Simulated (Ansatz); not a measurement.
## Worked example: self-consistent single point of BaMg2Sb2 (P-3m1, 5 atoms in the cell) in Ansatz

Level of theory: LDA (PW92), default PAW files made with PBE (plane waves; Ansatz, an electronic-structure program).

Input:

Ansatz 0.2 input:
```yaml
crystal:
  lattice:
    - [4.784144, 0.000000, 0.000000]
    - [-2.392072, 4.143191, 0.000000]
    - [0.000000, 0.000000, 8.181282]
  atoms:
    - { symbol: Ba, position: [0.000000, 0.000000, 0.000000] }
    - { symbol: Mg, position: [0.666667, 0.333333, 0.376660] }
    - { symbol: Mg, position: [0.333333, 0.666667, 0.623340] }
    - { symbol: Sb, position: [0.666667, 0.333333, 0.730510] }
    - { symbol: Sb, position: [0.333333, 0.666667, 0.269490] }
basis:
  ecutwfc: 420.0 eV
kpoints:
  mp_grid: { grid: [6, 6, 3] }
hamiltonian:
  xc: lda
  pseudopotentials: { kind: paw }
scf:
  occupations: { method: fixed }
output:
  forces: true
  eigenvalues: true
  stress: true
```

Output, abridged:

```
WARN the atoms were moved onto the symmetric positions of the space group found under crystal.symmetry.tolerance 1.0e-5 (fractional …
WARN ansatz: RAYON_NUM_THREADS=1 ignored (pool sized by the plan → 1); use --threads N
Pseudopotentials: kind: paw
Pseudopotential: Ba, paw, valence charge 10
Pseudopotential: Mg, paw, valence charge 10
Pseudopotential: Sb, paw, valence charge 15
Crystal: 5 atoms, lattice volume = 162.166 Å³
Basis set: ecut = 420 eV, 3129 PW (Γ)
Bands: 36, of which v1, the nominal top of the filled ones, is band 30 counted from 1 (29 counted from 0)
Symmetry: 12 space group operations
Space group: P-3m1 (ITA 164), of the structure as read, at distance tolerance 5.5e-5 Å
k-points: 17 of 108
PAW frozen core: Ba, regenerated for the run's functional, and the local potential with it
PAW frozen core: Mg, regenerated for the run's functional, and the local potential with it
PAW frozen core: Sb, regenerated for the run's functional, and the local potential with it
Initial density: superposition of atomic densities (neutral atoms: chi_scale 0, normalization atom), corrected by the library's trained network
Initial wavefunctions: pseudopotential atomic-orbital guess
Eigensolver: davidson
Functional: x = slater, c = lda
SCF iter   1: F=—  HF=-22258.460072 eV  |F-HF|=—  |Δ(HF+E_count)|=         —  Δρ=5.82e-3  dr2=2.48e-2  ethr=1.77e-3  ⟨swp⟩=5.0  Hψ=2181  notcnv=0  defer=60
all-band conjugate gradients solve this SCF's bands
preconditioner: auto → Resta (q_TF=auto, 2.312 Å⁻¹)
SCF iter   2: F=—  HF=-22258.448735 eV  |F-HF|=—  |Δ(HF+E_count)|=   1.13e-2  Δρ=2.49e-3  dr2=5.39e-3  ethr=4.14e-5  ⟨swp⟩=2.7  Hψ=1310  notcnv=0  defer=67
SCF iter   3: F=—  HF=-22258.447758 eV  |F-HF|=—  |Δ(HF+E_count)|=   9.77e-4  Δρ=5.85e-4  dr2=5.31e-4  ethr=8.98e-6  ⟨swp⟩=2.6  Hψ=1111  notcnv=0  defer=68
SCF iter   4: F=—  HF=-22258.447761 eV  |F-HF|=—  |Δ(HF+E_count)|=   3.09e-6  Δρ=1.11e-4  dr2=1.31e-4  ethr=8.85e-7  ⟨swp⟩=2.0  Hψ=1111  notcnv=0  defer=67
SCF iter   5: F=—  HF=-22258.447739 eV  |F-HF|=—  |Δ(HF+E_count)|=   2.18e-5  Δρ=5.06e-5  dr2=5.12e-6  ethr=2.19e-7  ⟨swp⟩=2.0  Hψ=676  notcnv=0  defer=54
SCF iter   6: F=—  HF=-22258.447741 eV  |F-HF|=—  |Δ(HF+E_count)|=   1.53e-6  Δρ=1.13e-5  dr2=3.68e-7  ethr=8.54e-9  ⟨swp⟩=2.4  Hψ=1071  notcnv=0  defer=34
SCF iter   7: F=-22258.447741 eV  HF=-22258.447741 eV  |F-HF|=3.30e-8  |Δ(HF+E_count)|=   7.83e-9  Δρ=3.59e-6  dr2=6.62e-8  ethr=1.67e-10  ⟨swp⟩=13.8  Hψ=3998  notcnv=0
SCF 1 converged in 7 iterations: F = -22258.447741 eV  dr2 = 6.62e-8
SCF converged after 7 iterations
Free energy (F): -22258.447741 eV
Harris-Foulkes:  -22258.447741 eV  (|F-HF|=3.30e-8)
Internal energy: -22258.447741 eV  (E = F + TS)
E sigma→0 (E₀):  -22258.447741 eV
Fermi energy:    6.552447 eV
--- Per-component energies (eV) ---
  E_band       = -1158.061739
  E_kinetic    = 738.723741
  E_local      = -7604.397649  (includes V_loc(G=0)·N_el)
  E_nonlocal   = 987.495907
  E_hartree    = 3109.769094
  E_xc         = -500.320596
  E_vxc        = -405.639158  (∫ρ·V_xc dr)
  E_paw        = -14457.168302  (= ΣΔE_a)
  E_vpaw       = -1093.784322  (= ΣTr[D̂ρ^β])
  E_aug_tail   = -0.000007  (compensation charges beyond the density's cutoff)
  E_ewald      = -4534.251049
  E_core_change = 1.701121  (= ΣΔE_core)
  E_smearing   = -0.000000  (= −TS)
  E_closure    = 0.000000  (closes the sum)
  Σ components = -22258.447741   (vs F -22258.447741, Δ=0.00e0)
--- Forces (eV/Å), atoms counted from 1 ---
  atom   1  Ba     0.00000000     0.00000000     0.00000000
  atom   2  Mg     0.00000000     0.00000000    -0.02706244
  atom   3  Mg     0.00000000    -0.00000000     0.02706244
  atom   4  Sb     0.00000000     0.00000000     0.09548916
  atom   5  Sb     0.00000000    -0.00000000    -0.09548916
  max |Σ_I F_I| component: 1.39e-17 eV/Å
--- Stress (GPa, compression-positive) ---
       -2.083486       0.000000       0.000000
       -0.000000      -2.083486       0.000000
       -0.000000       0.000000      -2.303268
  P = ⅓ Tr σ = -2.1567 GPa (-21.567 kbar)
  The stress holds the Pulay correction. Without it, at fixed plane waves, as pw.x and ABINIT print it: P = -2.1702 GPa
--- Band table (eV; the first three rows and the last of 17) ---
  k-point 0: bands = ["-68.5849", "-68.5844", "-36.0131", "-36.0105", "-36.0105", "-36.0099", "-36.0074", "-36.0074", "-21.1903", "-21.0236", "-21.0236", "-21.0231", "-21.0231", "-21.0180", "-21.0178", "-21.0065", "-21.0065", "-21.0063", "-21.0063", [...]
  k-point 1: bands = ["-68.5849", "-68.5844", "-36.0131", "-36.0105", "-36.0105", "-36.0099", "-36.0074", "-36.0074", "-21.1903", "-21.0237", "-21.0237", "-21.0230", "-21.0230", "-21.0180", "-21.0178", "-21.0064", "-21.0064", "-21.0063", "-21.0063", [...]
  k-point 2: bands = ["-68.5849", "-68.5844", "-36.0131", "-36.0112", "-36.0105", "-36.0092", "-36.0074", "-36.0073", "-21.1926", "-21.0237", "-21.0235", "-21.0229", "-21.0193", "-21.0178", "-21.0166", "-21.0065", "-21.0064", "-21.0061", "-21.0056", [...]
  k-point 16: bands = ["-68.5847", "-68.5847", "-36.0127", "-36.0127", "-36.0110", "-36.0078", "-36.0078", "-36.0070", "-21.1996", "-21.0234", "-21.0234", "-21.0234", "-21.0172", "-21.0172", "-21.0090", "-21.0063", "-21.0062", "-21.0062", [...]
```

The run converged in 7 iterations.

The starting cell comes from a database of computed structures (which also holds hypothetical and non-ambient phases and stackings), without a prior relaxation at this level. Its lattice was rescaled by up to half a per cent. Spin-orbit coupling is off. Ansatz's pressure includes its estimate of the finite-basis (Pulay) stress.
